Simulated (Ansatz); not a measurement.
An Ansatz (an electronic-structure program) input (r2SCAN+rVV10 (Ansatz; PAW; 500 eV plane waves; spin-orbit coupling left out)):

Ansatz 0.2 input:
```yaml
crystal:
  lattice:
    - [3.8936568882, 0, 0]
    - [-1.9468284441, 3.3720057788, 0]
    - [0, 0, 6.210156464]
  atoms:
    - { symbol: Zr, position: [0, 0, 0] }
    - { symbol: S, position: [0.3333333333, 0.6666666667, 0.2461499697] }
    - { symbol: S, position: [0.6666666667, 0.3333333333, 0.7538500303] }
basis: { ecutwfc: 500, ecutrho_ratio: 4, xc_grid: 4, fft_grid_basis: typed }
kpoints: { mp_grid: { grid: [10, 10, 6] } }
hamiltonian:
  xc: r2scan
  dispersion: rvv10
  pseudopotentials: { kind: paw }
scf: { occupations: { method: fermi_dirac, width: 0.05 }, convergence: { dr2_threshold: 0.0000000003 } }
relax: { f_tol: 0.005, max_steps: 50 }
output: { forces: true, stress: true }
checkpoint: { write: state.ck, write_every: 1000 }
```

Question: Which symmetry and how many k-points will the program report, and about how many plane waves at Γ?

Answer: Space group P-3m1 (ITA 164) with 12 operations, k-points 72 of 600, and 2045 plane waves at Γ.

Question: And the final pressure?

Answer: -5.55 GPa (compression positive).

The cells carry an imposed strain or load. No phonon test of stability was made. The cell was made from ZrS2 in the CdI2 type structure (space group P-3m1, No. 164; layered, stacked along the Cartesian z axis) by this change: isotropic strain +5.97 %.
